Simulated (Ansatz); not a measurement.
Base system: BAs in the zinc blende structure (space group F-43m, No. 216; a = 4.7679 Å).

Levels (all Ansatz, a first-principles code, PAW): PBEsol (420 eV, spin-orbit coupling left out); HSE06 (420 eV, no spin-orbit coupling).

Its gap is 1.08 eV with PBEsol and 1.82 eV with HSE06.

Modification: cell and atoms relaxed at a pressure of 30 GPa.

With PBEsol the gap becomes 0.92 eV.

Problem. If the HSE06 correction stayed the same, what would the HSE06 gap be, and what does the HSE06 run give?

Solution. A rigid correction of +0.74 eV gives 1.66 eV. The HSE06 run gives 1.65 eV, so the two effects roughly add.

Single points use the geometry relaxed with PBEsol. HSE06 gaps are upper bounds (no full band path). Load acts through the strain it causes; cell and atoms are relaxed under it. Whether these cells are dynamically stable was not tested. No other phases were tried under pressure.
